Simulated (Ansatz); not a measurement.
Partial pair distribution functions of a relaxed model of amorphous Ga24O38Sn, broadened by 0.06 Å; density 5.06 g/cm³. Level of theory: PBE, scalar-relativistic without spin-orbit coupling (plane waves to 420 eV, PAW; Ansatz, an electronic-structure program).

A CHGNet melt-quench gave the starting glass, which DFT then relaxed. O atoms were pushed apart under 1.9 Å during the dynamics, to hinder bonds among them. The hot cell started wider than the set density and was brought back towards it in steps. It is the lowest in DFT energy of 2 quenches. It is a model cell: composition and starting density were chosen by hand, and all elements were melted together. No dispersion term was used. Its density started from a set value of 5.06 and ended at 5.06 g/cm³. The simulated quench (nominally 330 K/ps over its main leg) is rapid and tends to freeze in more defects than a deposited or slowly cooled glass has. One small periodic cell is one sample of the glass; other quenches scatter about these values. The volume was held where the preparation left it, at a PBE pressure of -0.9 GPa (tension). Stress components on the final sampling reach 2.6 GPa. Cycles of charging lowered its energy after that relaxation.

| r (Å) | g Ga-O | g O-Sn | g Ga-Ga | g O-O |
|---|---|---|---|---|
| 1.60 | 0.01 | 0.00 | 0.00 | 0.00 |
| 1.70 | 0.38 | 0.00 | 0.00 | 0.00 |
| 1.80 | 4.30 | 0.01 | 0.00 | 0.00 |
| 1.90 | 8.96 | 0.54 | 0.00 | 0.00 |
| 2.00 | 4.20 | 4.62 | 0.00 | 0.00 |
| 2.10 | 1.13 | 7.63 | 0.00 | 0.00 |
| 2.20 | 0.32 | 7.47 | 0.00 | 0.00 |
| 2.30 | 0.27 | 1.62 | 0.00 | 0.00 |
| 2.40 | 0.23 | 0.04 | 0.00 | 0.09 |
| 2.50 | 0.19 | 0.00 | 0.00 | 0.58 |
| 2.60 | 0.07 | 0.00 | 0.11 | 0.99 |
| 2.70 | 0.23 | 0.00 | 0.53 | 1.50 |
| 2.80 | 0.33 | 0.00 | 0.47 | 2.52 |
| 2.90 | 0.37 | 0.00 | 0.74 | 3.26 |
| 3.00 | 0.21 | 0.00 | 1.11 | 3.02 |
| 3.10 | 0.19 | 0.00 | 1.33 | 2.30 |
| 3.20 | 0.40 | 0.00 | 3.53 | 1.82 |
| 3.30 | 0.60 | 0.11 | 4.24 | 1.28 |
| 3.40 | 0.58 | 1.09 | 2.60 | 0.93 |
| 3.50 | 1.04 | 1.32 | 2.22 | 0.75 |
| 3.60 | 1.45 | 0.23 | 1.30 | 0.54 |
| 3.70 | 1.39 | 0.00 | 0.49 | 0.35 |
| 3.80 | 1.00 | 0.01 | 0.26 | 0.48 |
| 3.90 | 1.15 | 0.34 | 0.45 | 0.60 |
| 4.00 | 1.28 | 2.53 | 0.63 | 0.72 |
| 4.10 | 1.22 | 3.58 | 0.51 | 0.72 |
| 4.20 | 1.39 | 2.76 | 0.58 | 0.57 |
| 4.30 | 1.42 | 2.04 | 0.73 | 0.67 |
| 4.40 | 1.41 | 1.69 | 0.80 | 0.78 |
| 4.50 | 1.41 | 1.11 | 0.94 | 0.83 |
| 4.60 | 1.17 | 0.73 | 0.81 | 0.83 |

Within 2.56 Å each Ga has 4.54 O neighbours on average.
